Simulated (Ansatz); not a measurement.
Method: PBE (plane waves to 420 eV, PAW; Ansatz, a quantum-chemistry and plane-wave program).

Host crystal: anatase TiO2, with a band gap (PBE, scalar-relativistic without spin-orbit coupling).

Plane-averaged electrostatic potential energy along the normal, in eV from the Fermi level, for F on the 1x1 (101) surface of anatase TiO2 (cut with top plane O), one in a 1x1 cell, started at the site 'top O #2':

(z (Å), V (eV)): (5.34, 7.43); (5.64, 7.43); (5.94, 7.43); (6.23, 7.43); (6.53, 7.43); (6.83, 7.43); (7.12, 7.43); (7.42, 7.42); (7.72, 7.41); (8.02, 7.38); (8.31, 7.29); (8.61, 7.02); (8.91, 6.17); (9.20, 3.76); (9.50, 1.14); (9.80, -2.42); (10.09, -5.64); (10.39, -8.74); (10.69, -10.31); (10.98, -8.57); (11.28, -4.77); (11.58, -1.27); (11.88, 0.92); (12.17, 2.73); (12.47, 3.90); (12.77, 2.93); (13.06, 0.77); (13.36, -1.47); (13.66, -4.08); (13.95, -7.51); (14.25, -9.79); (14.55, -8.25); (14.84, -4.94); (15.14, -2.47); (15.44, -0.04); (15.73, 2.61); (16.03, 3.79); (16.33, 2.73); (16.62, 0.90); (16.92, -1.16); (17.22, -3.38); (17.52, -5.92); (17.81, -7.81); (18.11, -6.99); (18.41, -5.42); (18.70, -3.70); (19.00, -1.15); (19.30, 2.76); (19.59, 5.10); (19.89, 5.02); (20.19, 5.46); (20.48, 6.97); (20.78, 8.75); (21.08, 9.11); (21.38, 9.22); (21.67, 9.25); (21.97, 9.26); (22.27, 9.27); (22.56, 9.27); (22.86, 9.27); (23.16, 9.27); (23.45, 9.27); (23.75, 9.27); (24.05, 9.27); (24.34, 9.27)

Model: 19-atom slab, 9.4 Å thick at the start under the adsorbate (thin: gaps and levels are the slab's own), 6x4x1 mesh, Fermi-Dirac 0.01 eV, dipole correction, 7 atoms held, the rest relaxed; no symmetry held; spin-polarised, ending with about 1.0 μB a cell, a value that depends on the mesh; orders that need a larger cell were not tried, no spin-orbit, no U, no dispersion correction. The slab shows no gap over 0.04 eV on its mesh. At the end it is bonded to Ti. In PBE it is, or lies within 0.03 eV of, the lowest of the starts that converged.

**Question.** The surface cell has an area of 19.79 Å². What dipole along the normal does the step between the two vacuum levels imply?

**Answer.** the top vacuum level lies 1.84 eV above the bottom one; p = −ε₀ A ΔV (ε₀ = 0.005526 e/(V·Å)) gives -0.20 e·Å a cell.
